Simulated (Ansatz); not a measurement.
Abridged Ansatz (a quantum-chemistry and plane-wave program) output:

```
Relaxation: its limit of steps is 60 (relax.max_steps)
Pseudopotential: Ru, paw, valence charge 16
Crystal: 2 atoms, lattice volume = 26.134 Å³
Basis set: ecut = 420 eV, 537 PW (Γ), exchange–correlation on 36×36×60 points (8 copies of the dense FFT grid, shifted against one another)
Bands: 20, of which v1, the nominal top of the filled ones, is band 16 counted from 1 (15 counted from 0)
Symmetry: 24 space group operations
k-points: 264 of 4400
Functional: x = pbesol(κ = 0.804, μ = 0.12345679012345678), c = pbesol(β = 0.046)
SCF iter   1: F=—  HF=-11633.007887 eV  |F-HF|=—  |Δ(HF+E_count)|=         —  Δρ=1.11e-2  dr2=2.00e-2  ethr=1.77e-3  ⟨swp⟩=5.1  Hψ=20808  notcnv=0
SCF iter   2: F=—  HF=-11633.004496 eV  |F-HF|=—  |Δ(HF+E_count)|=   3.39e-3  Δρ=5.75e-3  dr2=5.06e-3  ethr=6.26e-5  ⟨swp⟩=2.0  Hψ=12398  notcnv=0  defer=1
SCF 1 converged in 6 iterations: F = -11633.003525 eV  dr2 = 6.95e-10
relax step   1: F+E_penalty+E_count = -11633.00352504 eV  Δ(F+E_penalty+E_count) = +0.000e0 eV  max|allowed force component| = 4.857e-17 eV/Å  Δτ_max = 0.0000 Å  P = +7.007 GPa  Ω = 26.134 Å³  (6 SCF iters, dr2 threshold 1.00e-7 eV, accepted)
[... steps on the carried basis left out ...]
relax step   7: F+E_penalty+E_count = -11632.96810356 eV  Δ(F+E_penalty+E_count) = -3.040e-7 eV  max|allowed force component| = 6.476e-17 eV/Å  Δτ_max = 0.0000 Å  P = +15.000 GPa  Ω = 25.615 Å³  stress off target by 9.99e-5 GPa  SCF on the basis re-selected at this cell (its energy is not comparable with the rows above)  (9 SCF iters)
SCF converged after 9 iterations
Free energy (F): -11632.968104 eV
Internal energy: -11632.955603 eV  (E = F + TS)
E sigma→0 (E₀):  -11632.961853 eV
Entropy (-TS):   -0.012501 eV (-6.250 meV/atom)
Fermi energy:    25.136047 eV
--- Forces (eV/Å), atoms counted from 1 ---
  atom   1  Ru     0.00000000    -0.00000000     0.00000000
  atom   2  Ru    -0.00000000     0.00000000     0.00000000
--- Stress (GPa, compression-positive) ---
       14.999961       0.000000       0.000000
       -0.000000      14.999961       0.000000
        0.000000       0.000000      14.999900
  P = ⅓ Tr σ = 14.9999 GPa (149.999 kbar)
--- Relaxed structure (5 steps of the walk, 4 accepted, 2 SCFs on fresh bases) ---
  cell:  # Å, volume = 25.6147 Å³
    - [2.6552299159757315, 2.8666596882397664e-11, 0.0]
    - [-1.3276149580126917, 2.2994965601090707, 0.0]
    - [0.0, 0.0, 4.195219217511117]
  atoms:
    - { symbol: Ru, position: [0.3333333333333333, 0.6666666666666666, 0.7500000000000001] }
    - { symbol: Ru, position: [0.6666666666666665, 0.3333333333333333, 0.25] }
```

What was computed, and what are the main results?

Ru, 2 atoms in the cell, with plane-wave PAW DFT at the PBEsol level (Ansatz, 420 eV), no spin-orbit coupling, from a series relaxed to a target (pressure 15 GPa). The last SCF converged to F = -11632.968104 eV, or -5816.4841 eV per atom, at a pressure of 15.00 GPa. The total energy compares only with runs of the same code, potentials and settings.

Load acts through the strain it causes; cell and atoms are relaxed under it. Stability against distortions was not tested. Competing high-pressure phases were not computed. The final runs are not spin-polarised. The cell was made from Ru in the hcp (Mg type) structure (space group P6_3/mmc, No. 194) by this change: pressure 15 GPa.

Keys are those of Ansatz 0.2.
